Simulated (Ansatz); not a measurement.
NiO (model structure, started from the alpha GeTe type, Fm-3m, No. 225, 2 atoms in the cell)

All values below come from HSE06 (Ansatz, an electronic-structure program, PAW).

Numerical settings: plane-wave cutoff 500 eV, 10×10×10 k mesh, Fermi–Dirac smearing 0.05 eV, spin-polarised with parallel moments, scalar-relativistic PAW data made under PBE.

Cell (relaxed with r²SCAN):

```yaml
crystal:
  lattice:
    - [1.48091, 0.85500, 2.41831]
    - [-1.48091, 0.85500, 2.41831]
    - [0.00000, -1.71001, 2.41831]
  atoms:
    - { symbol: Ni, position: [0.75000, 0.75000, 0.75000] }
    - { symbol: O, position: [0.25000, 0.25000, 0.25000] }
```

```yaml
band_gap: 3.06 eV (on the SCF k mesh)
```

Note: the magnetic order was assumed, not searched for or taken from measurement; exact exchange on metals is sensitive to the k mesh and can open a false gap; a magnet's gap depends somewhat on the PAW data; cell and atoms aren't relaxed at this level (pressure 0.7 GPa).

The computed numbers hold no vibrational or temperature effects.

Cost on a shared machine: roughly 3 core-minutes.

A model structure was made by putting elements into a prototype or built by hand; here it ended with the formula and space group of a phase in our tables.
